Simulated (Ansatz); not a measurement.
Consider SiC in the zinc blende structure (space group F-43m, No. 216; a = 4.3797 Å).

Levels (all Ansatz, an electronic-structure program, PAW, earlier PAW set): PBE (420 eV, scalar-relativistic without spin-orbit coupling); r2SCAN (500 eV, no spin-orbit coupling).

The geometry is relaxed with PBE.

| Item | Value |
|---|---|
| PBE electron mass | 0.68 mₑ along k, 0.23 mₑ across (at X) |
| PBE band gap | 1.37 eV |
| PBE pressure | 0.00 GPa |

Task: What does r2SCAN give at this geometry for the electron mass, band gap and pressure?

Result: The electron mass changes from 0.68 mₑ along k, 0.23 mₑ across (at X) to 0.65 mₑ along k, 0.23 mₑ across (at X); the band gap goes up by 0.35 eV (1.37 eV → 1.72 eV); the pressure goes from zero to -3.50 GPa.

Single points use the geometry relaxed with PBE. Their cutoffs differ, which shifts pressures a little. Masses are band curvatures over ±0.01 Å⁻¹ around the edge. Along k means along the line from Γ to the band edge. No phonon test of stability was made.
